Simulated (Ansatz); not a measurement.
We consider TiO2 (Pbca, No. 61), described by LDA in Ansatz (plane waves, PAW).

Run with plane-wave cutoff 520 eV, 8×4×6 k mesh (along the axes of the cell as run), no spin polarisation, scalar-relativistic PAW data made under PBE.

Computed at the level's own relaxed cell.

Hill averages of the elastic tensor: K = 229.3 GPa, G = 90.8 GPa. Volume 10.360 Å³/atom, mean atomic mass 26.622 u.

Question: Work out the density, the sound velocities of a polycrystal and the elastic Debye temperature at this level.

Answer: ρ = 1.66054 × 26.622/10.360 = 4.267 g/cm³. v_l = √[(K + 4G/3)/ρ] = 9.061 km/s and v_t = √(G/ρ) = 4.613 km/s. The mean follows from 3/v_m³ = 1/v_l³ + 2/v_t³: v_m = 5.169 km/s. Θ_D = (ħ/k_B) v_m (6π²/V)^(1/3) = 76.38 K Å s/km × 5.169 × 1.7880 Å⁻¹ = 706 K, counting all atoms of the cell.

Note: the relaxation could not lower the start's symmetry, so the cell can be a saddle point above a distorted one.

Ansatz is a first-principles code.
